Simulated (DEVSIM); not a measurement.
Structure: Au/SiON/SiO2/p-Si capacitor, at 300 K.

| layer (left to right) | material | thickness (nm) | Na (cm⁻³) |
|---|---|---|---|
| 1 | SiON | 4.20 | - |
| 2 | SiO2 | 0.550 | - |
| 3 | Si | 8900 | 4.2e15 |

Metal gate on the left, work function 5.1 eV. Fixed charge at the semiconductor interface 0 cm⁻² (in units of +e); no interface traps.

The device is made up for the run: typed textbook-type constants, with dimensions and the other settings drawn at random. Values at 300 K; Nc and Nv go as T^1.5, mobilities as T to minus their exponent, the gap by Varshni's rule with the affinity fixed.

```tsv
parameter	SiON	SiO2	Si
gap (eV)	7	9	1.124
affinity (eV)	1.4	0.9	4.05
permittivity	5.5	3.9	11.7
Nc (cm⁻³)	-	-	2.86e19
Nv (cm⁻³)	-	-	3.1e19
Varshni α (eV/K)	-	-	0.000473
Varshni β (K)	-	-	636
```

DEVSIM, 1D Poisson equation in equilibrium, Boltzmann statistics, complete ionisation; no quantum confinement or tunnelling. Metal contacts follow the ideal Schottky-Mott rule: no Fermi-level pinning, no interface dipoles.

The temperature was swept, all else fixed.

| temperature (K) | flat-band voltage (V) | threshold voltage (band bending 2φF) (V) | minimum of the low-frequency capacitance (μF/cm²) |
|---|---|---|---|
| 250 | 0.10 | 0.90 | 0.0229 |
| 300 | 0.16 | 0.85 | 0.0260 |
| 350 | 0.21 | 0.81 | 0.0286 |
| 400 | 0.28 | 0.76 | 0.0350 |
| 450 | 0.34 | ? | ? |
| 500 | 0.40 | 0.66 | 0.0578 |

Complete the blanks.


- 450, threshold voltage (band bending 2φF) (V): 0.71
- 450, minimum of the low-frequency capacitance (μF/cm²): 0.0418
